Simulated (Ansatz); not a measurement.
RuAl under load (space group Pm-3m), PBEsol, DFPT electron-phonon coupling, linearised Boltzmann equation (Ansatz, a quantum-chemistry and plane-wave program). Condition of this run: hydrostatic pressure 30 GPa (the target of the relaxation). Phonon-limited resistivity 4.65 μΩ·cm at 300 K, 6.45 μΩ·cm at 400 K, current-weighted mean free path 11.9 nm, Drude plasma energy 8.62 eV.

Q: What Drude relaxation time do resistivity and plasma energy imply?

A: ω_p = 1.31e16 s⁻¹, so τ = 1/(ε₀ ω_p² ρ) = 14.2 fs, a damping ħ/τ of 46.5 meV.

Q: What temperature coefficient of resistance follows, and how does it compare with 1/T?

A: (ρ₄₀₀ − ρ₃₀₀)/(100 K × ρ₃₀₀) = 3.87×10⁻³ K⁻¹, against 1/T = 3.33×10⁻³ K⁻¹ for a resistivity proportional to T. It lies higher because phonons are still being populated at 300 K; impurities would add a constant and lower it.

Q: What is the classical skin depth at 100 GHz (nonmagnetic, μ₀ = 1.257×10⁻⁶ H/m)?

A: δ = √(ρ/(π f μ₀)) = 343 nm.

A metal at this level (no band gap). Only scattering by harmonic phonons is included (no impurities, grain boundaries, electron-electron scattering or thermal expansion). Spin-orbit coupling is left out. Halving the electron mesh (28x28x28) moves the resistivity by up to 2 % at 300 K, the mean free path by up to 3 %. Smearing 0.20 eV; phonons on a 5x5x5 q mesh, which this run doesn't test.
